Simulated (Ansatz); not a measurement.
**Enthalpy of formation of W2Ge (model structure, started from the Cu2Sb type, P4/nmm, No. 129, 6 atoms in the cell) at several levels of theory**

No measured value is used here.

```tsv
level (code)	value (eV/atom)
PBE (Ansatz)	0.353
PBEsol (Ansatz)	0.304
PBE-D3(BJ) (Ansatz)	0.315
```

Density-functional levels without +SOC have no spin–orbit coupling, which shifts binding energies of heavy elements. Each level is taken at its own relaxed cell. Ansatz's density-functional and Hartree–Fock values are scalar-relativistic unless marked +SOC, with PAW data made under PBE.

A model structure was made by putting elements into a prototype or built by hand; it is no filed structure, need not be a known phase, and can be a saddle point held by its symmetry.

Ansatz is an electronic-structure program.
